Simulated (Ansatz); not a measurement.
Defect: interstitial O in rock-salt TiN, neutral cell. These are PBE, PAW (plane waves to 420 eV; Ansatz, an electronic-structure program) values and carry that method's errors.

Settings: 64 host sites, the relaxed PBE lattice, a 2×2×2 k-point mesh shifted by half a step, smearing 0.10 eV, spin-restricted, no image-charge correction. Static, classical nuclei. Sites that were not tried may lie lower.

Barriers: single points on a 4×4×4 k-point mesh shifted by half a step at the bands' geometries (they differ from the bands' own by up to 0.37 eV, and are uncertain by about as much).

Relaxed starting cell (atoms counted from 1):

```
CELL_PARAMETERS angstrom
      8.49380     0.00000     0.00000
      0.00000     8.49380     0.00000
      0.00000     0.00000     8.49380
ATOMIC_POSITIONS crystal
  Ti 0.99940 0.99928 0.00014
  Ti 0.00005 0.99990 0.50027
  Ti 0.00005 0.49937 0.00076
  Ti 0.99654 0.50167 0.50253
  Ti 0.49955 0.99983 0.00066
  Ti 0.50180 0.99648 0.50266
  Ti 0.50177 0.50169 0.99740
  Ti 0.50472 0.50454 0.50540
  N  0.24967 0.99788 0.99879
  N  0.25056 0.00303 0.50030
  N  0.25055 0.49942 0.00388
  N  0.22838 0.52160 0.52244
  N  0.75056 0.99942 0.00032
  N  0.75212 0.99790 0.50120
  N  0.75209 0.50030 0.99879
  N  0.74702 0.49942 0.50032
  Ti 0.99661 0.24827 0.24918
  Ti 0.00016 0.25052 0.75085
  Ti 0.00014 0.74996 0.25137
  Ti 0.99940 0.75058 0.75146
  Ti 0.50455 0.24533 0.24631
  Ti 0.50158 0.24817 0.75421
  Ti 0.50162 0.75335 0.24908
  Ti 0.49953 0.75002 0.75089
  N  0.22848 0.22836 0.22923
  N  0.25056 0.25045 0.74775
  N  0.25058 0.74687 0.25134
  N  0.24970 0.75198 0.75286
  N  0.74700 0.25044 0.25130
  N  0.75213 0.24955 0.75285
  N  0.75213 0.75200 0.25042
  N  0.75059 0.75044 0.75131
  Ti 0.24836 0.99656 0.24912
  Ti 0.25065 0.00004 0.75083
  Ti 0.24561 0.50438 0.24635
  Ti 0.24841 0.50150 0.75419
  Ti 0.75018 0.00002 0.25137
  Ti 0.75074 0.99927 0.75147
  Ti 0.75347 0.50144 0.24917
  Ti 0.75015 0.49936 0.75082
  N  0.99804 0.99790 0.25043
  N  0.99957 0.99945 0.75130
  N  0.00316 0.49946 0.25130
  N  0.99804 0.50032 0.75284
  N  0.49954 0.00301 0.25134
  N  0.50042 0.99790 0.75285
  N  0.52174 0.52172 0.22907
  N  0.49954 0.49942 0.74772
  Ti 0.24851 0.24833 0.99739
  Ti 0.24557 0.24548 0.50525
  Ti 0.25059 0.74990 0.00092
  Ti 0.24847 0.75332 0.50233
  Ti 0.75003 0.25052 0.00096
  Ti 0.75350 0.24836 0.50224
  Ti 0.75074 0.75056 0.00012
  Ti 0.75009 0.74994 0.50028
  N  0.99808 0.24957 0.99877
  N  0.00318 0.25043 0.50034
  N  0.99958 0.75045 0.00029
  N  0.99808 0.75201 0.50117
  N  0.49962 0.25047 0.00390
  N  0.52180 0.22820 0.52251
  N  0.50045 0.75200 0.99877
  N  0.49958 0.74687 0.50028
  O  0.37530 0.37503 0.37589
```

End state 1 differs by these moves (Å; atoms that move under 0.08 Å are left out):

| atom | element | Δx | Δy | Δz |
|---|---|---|---|---|
| 8 | Ti | -0.09 | 0.00 | 0.00 |
| 12 | N | 0.20 | -0.19 | -0.19 |
| 16 | N | 0.20 | 0.19 | 0.19 |
| 21 | Ti | -0.08 | 0.00 | 0.00 |
| 25 | N | 0.20 | 0.19 | 0.19 |
| 29 | N | 0.20 | -0.19 | -0.19 |
| 47 | N | -0.38 | 0.00 | 0.00 |
| 62 | N | -0.38 | 0.00 | 0.00 |
| 65 | O | 2.11 | 0.00 | 0.00 |

Problem. Estimate the forward and backward barriers to end state 1 that PBE, PAW returns for this input.

Solution. forward 1.81 eV, backward 1.81 eV; at the saddle point atom 65 has neighbours N at 1.93, N at 2.21; 2 Ti at 1.83, Ti at 1.99 Å. The saddle point's order was not checked, and it lies on a symmetry element of the cell, where a band can be held.
